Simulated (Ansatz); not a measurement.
# Band gap of SnSiO3 (model structure, from the tetragonal perovskite type, P4mm, No. 99) at several levels of theory

No measured value is used here.

| level (code) | value (eV) |
|---|---|
| LDA (Ansatz) | ? |
| PBEsol+SOC (Ansatz) | 0.70 (indirect) |
| r²SCAN+SOC (Ansatz) | 1.25 (indirect) |
| HSE06+SOC (Ansatz) | 1.81 (indirect) |
| PBE0 (Ansatz) | 2.53 |

Task: What belongs in the gaps?

Result: 
- LDA (Ansatz, an electronic-structure program), value (eV): 0.74

Computed values are for a static lattice. Levels without +SOC have no spin–orbit coupling; where heavier elements are present it shifts gaps, mostly down, and can invert bands.  Values are at the PBEsol cell. Cutoffs and k meshes differ between the levels. Ansatz's density-functional and Hartree–Fock values are scalar-relativistic unless marked +SOC, with PAW data made under PBE.

A model structure was made by putting elements into a prototype or built by hand; it is no filed structure, need not be a known phase, and can be a saddle point held by its symmetry.
